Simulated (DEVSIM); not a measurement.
Structure: abrupt Si p-n junction, at 250 K.

| layer (left to right) | material | thickness (μm) | Nd (cm⁻³) | Na (cm⁻³) | τn (s) | τp (s) |
|---|---|---|---|---|---|---|
| 1 | Si | 1.80 | - | 3.1e15 | 6.6e-6 | 6.6e-6 |
| 2 | Si | 2.10 | 1.1e14 | - | 6.6e-6 | 6.6e-6 |

Left contact: ohmic. Right contact: ohmic. Voltage is applied to the left contact. Recombination: SRH at mid-gap. Mobility is μmin + (μ − μmin)/(1 + (N/Nref)^α).

This is a model device: material constants are rounded textbook-type values typed into the input, and sizes, dopings and lifetimes were drawn at random. Values at 300 K; Nc and Nv go as T^1.5, mobilities as T to minus their exponent, the gap by Varshni's rule with the affinity fixed.

| parameter | Si |
|---|---|
| gap (eV) | 1.124 |
| affinity (eV) | 4.05 |
| permittivity | 11.7 |
| Nc (cm⁻³) | 2.86e19 |
| Nv (cm⁻³) | 3.1e19 |
| μn (cm²/Vs) | 1417 |
| μp (cm²/Vs) | 470 |
| μn,min | 52 |
| μp,min | 45 |
| Nref,n | 9.7e16 |
| Nref,p | 2.2e17 |
| αn | 0.68 |
| αp | 0.72 |
| T exponent of μn | 2.3 |
| T exponent of μp | 2.2 |
| Varshni α (eV/K) | 0.000473 |
| Varshni β (K) | 636 |

DEVSIM, 1D drift-diffusion, Boltzmann statistics, complete ionisation; no tunnelling, impact ionisation, image-force lowering or self-heating.

The doping Na of layer 1 was swept, all else fixed.

```csv
doping Na of layer 1 (cm^-3),largest field in the device at zero bias (V/cm),dark forward voltage at 100 A/cm² (V),potential step across the device at zero bias (V),dark forward voltage at 1 A/cm² (V)
9.3e13,3000,1.108,0.605,0.574
3.1e14,3900,0.932,0.631,0.590
9.3e14,4500,0.860,0.655,0.598
3.1e15,5000,0.812,0.681,0.602
9.3e15,6300,0.788,0.705,0.602
3.1e16,9700,0.776,0.730,0.602
9.3e16,16000,0.771,0.754,0.602
```

From the first row to the last the largest field in the device at zero bias goes from 3000 to 16000. From the first row to the last the dark forward voltage at 100 A/cm² goes from 1.108 to 0.771.
